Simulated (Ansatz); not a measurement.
System: AlO (model structure, started from the beta GaS type, P6₃/mmc, No. 194, 8 atoms in the cell). Method: r²SCAN+rVV10 (plane waves, PAW; Ansatz, a program for electronic structure).

Output (set-up and result lines):

```
Relaxation: its limit of steps is 80 (relax.max_steps)
Crystal: 8 atoms, lattice volume = 94.472 Å³
Basis set: ecut = 560 eV, 2857 PW (Γ), exchange–correlation on 72×72×300 points (27 copies of the dense FFT grid, shifted against one another)
Bands: 26, of which v1, the nominal top of the filled ones, is band 18 counted from 1 (17 counted from 0)
Symmetry: 24 space group operations
Space group: P63/mmc (ITA 194), of the structure as read, at distance tolerance 4.6e-5 Å
k-points: 57 of 576
Functional: x = r2scan, c = r2scan + rvv10(b = 11.95, C = 0.0093); τ floored in thin density (d = 2e-4 eV/Å³)
SCF iter   1: F=—  HF=-4442.102298 eV  |F-HF|=—  |Δ(HF+E_count)|=         —  Δρ=8.32e-3  dr2=7.39e-2  dr2_τ=3.64e-1
SCF iter   2: F=—  HF=-4442.372059 eV  |F-HF|=—  |Δ(HF+E_count)|=   2.70e-1  Δρ=5.73e-3  dr2=3.89e-2  dr2_τ=2.78e-3
  ...
SCF 1 converged in 8 iterations: F = -4442.365729 eV  dr2 = 2.01e-8
Crystal: 8 atoms, lattice volume = 94.472 Å³
Initial density: handed on by an earlier stage of this run
SCF 2 converged in 5 iterations: F = -4442.372507 eV  dr2 = 4.15e-7
Crystal: 8 atoms, lattice volume = 94.472 Å³
SCF 3 converged in 5 iterations: F = -4442.376370 eV  dr2 = 2.51e-8
Crystal: 8 atoms, lattice volume = 94.472 Å³
SCF 4 converged in 4 iterations: F = -4442.376817 eV  dr2 = 1.39e-7
Crystal: 8 atoms, lattice volume = 94.472 Å³
SCF iter   5: F=—  HF=-4442.376856 eV  |F-HF|=—  |Δ(HF+E_count)|=  3.37e-10  Δρ=1.62e-7  dr2=2.16e-11  dr2_τ=7.75e-12
SCF iter   6: F=-4442.376856 eV  HF=-4442.376856 eV  |F-HF|=4.55e-12  |Δ(HF+E_count)|=  4.82e-11  Δρ=4.60e-8  dr2=1.22e-12  dr2_τ=7.34e-13
SCF 5 converged in 6 iterations: F = -4442.376856 eV  dr2 = 1.22e-12
SCF converged after 6 iterations
Free energy (F): -4442.376856 eV
Internal energy: -4442.376856 eV  (E = F + TS)
E sigma→0 (E₀):  -4442.376856 eV
Fermi energy:    8.187814 eV
--- Forces (eV/Å), atoms counted from 1 ---
  atom   1  Al    -0.00000000    -0.00000000    -0.00102420
  atom   2  Al     0.00000000     0.00000000    -0.00102420
  atom   3  Al    -0.00000000     0.00000000     0.00102420
  atom   4  Al    -0.00000000    -0.00000000     0.00102420
  atom   5  O     -0.00000000    -0.00000000     0.00063964
  atom   6  O      0.00000000     0.00000000     0.00063964
  atom   7  O      0.00000000     0.00000000    -0.00063964
  atom   8  O     -0.00000000    -0.00000000    -0.00063964
--- Stress (GPa, compression-positive) ---
        1.409442       0.000000       0.000000
       -0.000000       1.409442      -0.000000
        0.000000      -0.000000       1.395674
  P = ⅓ Tr σ = 1.4049 GPa (14.049 kbar)
```

Write an input file that could have produced this run (the log leaves some choices open).

One answer among several that fit: 
Ansatz 0.2 input:
```yaml
crystal:
  lattice:
    - [2.930993538, 0.0000002526, 0.0]
    - [-1.4654969877, 2.538314736, 0.0]
    - [0.0, 0.0, 12.6982328924]
  atoms:
    - { symbol: Al, position: [0.3333333333, 0.6666666667, 0.147740885] }
    - { symbol: Al, position: [0.6666666667, 0.3333333333, 0.647740885] }
    - { symbol: Al, position: [0.6666666667, 0.3333333333, 0.852259115] }
    - { symbol: Al, position: [0.3333333333, 0.6666666667, 0.352259115] }
    - { symbol: O, position: [0.3333333333, 0.6666666667, 0.5979912021] }
    - { symbol: O, position: [0.6666666667, 0.3333333333, 0.0979912021] }
    - { symbol: O, position: [0.6666666667, 0.3333333333, 0.4020087979] }
    - { symbol: O, position: [0.3333333333, 0.6666666667, 0.9020087979] }
basis:
  ecutwfc: 560
  ecutrho_ratio: 4
  xc_grid: 3
kpoints:
  mp_grid: { grid: [12, 12, 4] }
hamiltonian:
  xc: r2scan
  dispersion: rvv10
  pseudopotentials: { kind: paw }
scf:
  occupations: { method: fermi_dirac, width: 0.01 }
output:
  forces: true
  stress: true
  eigenvalues: true
relax:
  f_tol: 0.004
  escape_saddle: false
  max_steps: 80
  cell: { stress_tol: 0.02, fix: [volume] }
```

The cell is one volume of an energy–volume scan, off the minimum.

The PAW data were made under PBE.

Note: the relaxation could raise the start's symmetry but not lower it, so the cell can be a saddle point.

A model structure was made by putting elements into a prototype or built by hand; it is no filed structure, need not be a known phase, and can be a saddle point held by its symmetry.
